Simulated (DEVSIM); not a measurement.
Structure: abrupt Si n-p junction, at 250 K.

```
layer (left to right)  material  thickness (μm)  Nd (cm⁻³)  Na (cm⁻³)  τn (s)  τp (s)
---------------------  --------  --------------  ---------  ---------  ------  ------
1                            Si           0.110     1.5e15          -  4.5e-5  4.5e-5
2                            Si           0.760          -     1.7e17  4.5e-5  4.5e-5
```

Left contact: ohmic. Right contact: ohmic. Voltage is applied to the left contact. Recombination: SRH at mid-gap, radiative. Gap narrowing is on: ΔEg = 6.92 meV × (l + √(l² + 0.5)), l = ln(N/1.3e17 cm⁻³), shared equally by both band edges. Mobility is μmin + (μ − μmin)/(1 + (N/Nref)^α).

The device is made up for the run: typed textbook-type constants, with dimensions and the other settings drawn at random. Values at 300 K; Nc and Nv go as T^1.5, mobilities as T to minus their exponent, the gap by Varshni's rule with the affinity fixed.

| parameter | Si |
|---|---|
| gap (eV) | 1.124 |
| affinity (eV) | 4.05 |
| permittivity | 11.7 |
| Nc (cm⁻³) | 2.86e19 |
| Nv (cm⁻³) | 3.1e19 |
| μn (cm²/Vs) | 1417 |
| μp (cm²/Vs) | 470 |
| μn,min | 52 |
| μp,min | 45 |
| Nref,n | 9.7e16 |
| Nref,p | 2.2e17 |
| αn | 0.68 |
| αp | 0.72 |
| T exponent of μn | 2.3 |
| T exponent of μp | 2.2 |
| B (cm³/s) | 4.7e-15 |
| Varshni α (eV/K) | 0.000473 |
| Varshni β (K) | 636 |

Model (solved in DEVSIM): 1D drift-diffusion, Boltzmann statistics, complete ionisation; no tunnelling, impact ionisation, image-force lowering or self-heating.

Task: Tabulate band edges, carrier densities and field at zero bias.

Result: Energies count from the Fermi level of the right contact; mesh points crowd at the junctions.

```csv
x (μm),Ec (eV),Ev (eV),n (cm⁻³),p (cm⁻³),field (V/cm)
0.000,0.206,-0.929,1.5e15,< 1e2,64000
0.01109,0.277,-0.858,5.6e13,120,64000
0.02344,0.356,-0.779,1.4e12,4600,64000
0.04043,0.466,-0.670,8.8e9,740000,65000
0.06351,0.616,-0.520,8400000,7.8e8,65000
0.08172,0.735,-0.401,33000,2.0e11,66000
0.09627,0.831,-0.305,390,1.7e13,66000
0.1099,0.921,-0.215,< 1e2,1.1e15,66000
0.1205,0.974,-0.155,< 1e2,1.7e16,40000
0.1354,1.010,-0.119,< 1e2,9.5e16,13000
0.1592,1.022,-0.107,< 1e2,1.6e17,1100
0.2073,1.023,-0.106,< 1e2,1.7e17,≈ 0
0.2577,1.023,-0.106,< 1e2,1.7e17,≈ 0
0.3383,1.023,-0.106,< 1e2,1.7e17,≈ 0
0.4900,1.023,-0.106,< 1e2,1.7e17,≈ 0
0.6080,1.023,-0.106,< 1e2,1.7e17,≈ 0
0.6993,1.023,-0.106,< 1e2,1.7e17,≈ 0
0.7564,1.023,-0.106,< 1e2,1.7e17,≈ 0
0.8109,1.023,-0.106,< 1e2,1.7e17,≈ 0
0.8378,1.023,-0.106,< 1e2,1.7e17,≈ 0
0.8547,1.023,-0.106,< 1e2,1.7e17,≈ 0
0.8700,1.023,-0.106,< 1e2,1.7e17,≈ 0
```
